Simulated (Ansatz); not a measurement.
# Response to strain in Zr

Take Zr in the hcp (Mg type) structure (space group P6_3/mmc, No. 194; relaxed with 0.1 eV smearing) as the base.

```
CELL_PARAMETERS angstrom
      3.18294     0.00000     0.00000
     -1.59147     2.75651     0.00000
      0.00000     0.00000     5.12410
ATOMIC_POSITIONS crystal
  Zr 0.33333 0.66667 0.75000
  Zr 0.66667 0.33333 0.25000
```

Cartesian axes are those of the cell as printed.

Strains are applied to the cell and any free atomic positions relax; under stress the whole cell relaxes.

Levels (all Ansatz, a quantum-chemistry and plane-wave program, PAW, earlier PAW set): PBEsol (420 eV, scalar-relativistic without spin-orbit coupling); r2SCAN (500 eV, without spin-orbit coupling); PBEsol+SOC (420 eV, noncollinear with spin-orbit coupling).

Pressures by level, all at the geometries relaxed with PBEsol:

```csv
case,PBEsol,r2SCAN,PBEsol+SOC
base,0.0 GPa,4.5 GPa,0.0 GPa
isotropic strain +2.23 %,-5.9 GPa,-2.0 GPa,-5.9 GPa
uniaxial strain ε_xx = +2.66 %,-2.4 GPa,1.8 GPa,-2.4 GPa
"uniaxial stress, 2 GPa compression along x",0.7 GPa,5.3 GPa,0.7 GPa
tensor shear ε_xz = +0.14 %,0.0 GPa,4.5 GPa,0.0 GPa
"strain tensor (xx, yy, zz, yz, xz, xy) = (−0.66, −0.60, +1.56, +0.30, −0.27, −0.96) %",-0.4 GPa,4.1 GPa,-0.4 GPa
```

Single points use the geometry relaxed with PBEsol. Their cutoffs differ, which shifts pressures a little. The spin-orbit shifts are approximate. Beyond what the load breaks, stability against distortions was not tested. The runs without spin-orbit coupling are not spin-polarised.
